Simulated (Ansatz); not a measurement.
LiBH4 (P6₃mc, No. 186, 12 atoms in the cell; start mp-2659898)

Computed with LDA in Ansatz (PAW).

Run with plane-wave cutoff 500 eV, 12×12×6 k mesh (along the axes of the cell as run), gaussian smearing 0.02 eV, scalar-relativistic PAW data made under PBE.

Cell (relaxed at this level):

```
CELL_PARAMETERS angstrom
      4.06815     0.00000     0.00000
     -2.03407     3.52312     0.00000
      0.00000     0.00000     6.88969
ATOMIC_POSITIONS crystal
  Li 0.33333 0.66667 0.09442
  Li 0.66667 0.33333 0.59442
  B  0.33333 0.66667 0.53932
  B  0.66667 0.33333 0.03932
  H  0.33333 0.66667 0.36280
  H  0.66667 0.33333 0.86280
  H  0.17005 0.34011 0.59948
  H  0.82995 0.17005 0.09948
  H  0.65989 0.82995 0.59948
  H  0.82995 0.65989 0.09948
  H  0.17005 0.82995 0.59948
  H  0.34011 0.17005 0.09948
```

band gap: 6.38 eV (on the SCF k mesh)

Note: the relaxation could not lower the start's symmetry, so the cell can be a saddle point above a distorted one.

A start named mp-… is a Materials Project structure, which need not be a measured phase.

Ansatz is a program for electronic structure.
